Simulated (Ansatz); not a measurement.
**Carrier doping in C**

Consider C in the diamond structure (space group Fd-3m, No. 227; a = 3.572 Å).

Carriers are added at fixed cell with a uniform background; the Fermi–Dirac width is that of 300 K.

Levels (all Ansatz, a program for electronic structure, PAW, earlier PAW set): PBE (420 eV, scalar-relativistic without spin-orbit coupling); r2SCAN (500 eV, no spin-orbit coupling).

The base cell above is that of PBE; each level relaxes its own structures.

Notes on the quantities. Fermi level from band edge: Fermi level relative to the doped band's edge (positive inside the band; to 0.05 eV).

```tsv
case	Fermi level from band edge, PBE	Fermi level from band edge, r2SCAN
electrons 7.0×10^20 cm⁻³	+0.15 eV	+0.15 eV
electrons 1.5×10^21 cm⁻³	+0.25 eV	+0.30 eV
electrons 7.0×10^21 cm⁻³	+0.70 eV	+0.75 eV
electrons 2.0×10^22 cm⁻³	+1.25 eV	+1.30 eV
holes 7.0×10^20 cm⁻³	+0.20 eV	+0.20 eV
holes 1.5×10^21 cm⁻³	+0.35 eV	+0.35 eV
holes 7.0×10^21 cm⁻³	+0.90 eV	+0.95 eV
holes 2.0×10^22 cm⁻³	+1.65 eV	+1.75 eV
```

The two levels differ by at most about 0.10 eV. They put the cases in the same order.

Carriers are added with a uniform compensating background; total energy and stress of such cells depend on the potential's zero and are not compared; many-body gap narrowing is missing at this level. Stability against distortions was not tested.
